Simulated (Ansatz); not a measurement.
System: Ag vacancy in fcc Ag (neutral cell). The step: a nearby Ag atom hops onto the vacant site; the atom moves 2.86 Å along (0.00, 0.49, -0.49) of the unit cell; the moving atom starts with neighbours 4 Ag at 2.90, 2 Ag at 2.93, 4 Ag at 2.95, Ag at 2.97 Å and ends with 4 Ag at 2.90, 2 Ag at 2.93, 4 Ag at 2.95, Ag at 2.97 Å. A PBE band in Ansatz (plane-wave PAW, a 3×3×3 k-point mesh shifted by half a step, 32 host sites, 17 SCF runs with any check of the saddle's order, static, no finite-size correction) gives a forward barrier of 0.60 eV. The saddle point's order was not checked, and it lies on a symmetry element of the cell, where a band can be held. Forms of the defect that were not tried may lie lower.

Single points at the band's start and saddle point can refine it. Rough cost of one point, in units of the band's mean SCF on the same machine:

```
Level                                                          Cost of one point
-------------------------------------------------------------  -----------------
PBE, a 4×4×4 k-point mesh shifted by half a step                         about 2
r2SCAN at 500 eV, a 3×3×3 k-point mesh shifted by half a step            about 2
```

Question: Which of these move the barrier by more than 0.1 eV, and how far does each move it?

Answer: Not one does. PBE, a 4×4×4 k-point mesh shifted by half a step: 0.00 eV; r2SCAN at 500 eV, a 3×3×3 k-point mesh shifted by half a step: -0.04 eV. Each functional is compared with PBE at the same k-points.

Ansatz is a first-principles code.
